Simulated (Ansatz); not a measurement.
## Ta2Se: pressure series

The parent structure is Ta2Se (space group P4/nmm, No. 129; a = 3.367 Å, c = 10.001 Å; layered, stacked along the Cartesian z axis).

Cell and atoms are relaxed at each pressure.

Calculations: r2SCAN+rVV10 (Ansatz, an electronic-structure program), no SOC.

```json
[
 {"pressure (GPa)": "-2", "volume per atom (Å³/atom)": "19.747"},
 {"pressure (GPa)": "0", "volume per atom (Å³/atom)": "18.892"},
 {"pressure (GPa)": "0.3", "volume per atom (Å³/atom)": "?"},
 {"pressure (GPa)": "0.7", "volume per atom (Å³/atom)": "18.696"},
 {"pressure (GPa)": "1.5", "volume per atom (Å³/atom)": "18.503"},
 {"pressure (GPa)": "3", "volume per atom (Å³/atom)": "18.192"},
 {"pressure (GPa)": "5", "volume per atom (Å³/atom)": "17.849"},
 {"pressure (GPa)": "7.5", "volume per atom (Å³/atom)": "17.484"},
 {"pressure (GPa)": "10", "volume per atom (Å³/atom)": "17.162"}
]
```

Question: Fit the third-order Birch–Murnaghan form P(V) = (3B₀/2)[(V₀/V)^(7/3) − (V₀/V)^(5/3)]·[1 + (3/4)(B₀′ − 4)((V₀/V)^(2/3) − 1)] (squares taken in P) to the rows shown and predict the withheld row.

Answer: Least squares on the printed values gives V₀ = 18.911 Å³/atom, B₀ = 61.8 GPa, B₀′ = 11.7; this predicts 18.822 Å³/atom, and the run gives 18.804 Å³/atom, 0.018 lower.

Load acts through the strain it causes; cell and atoms are relaxed under it. Whether these cells are dynamically stable was not tested. Competing high-pressure phases were not computed. The final runs are not spin-polarised.
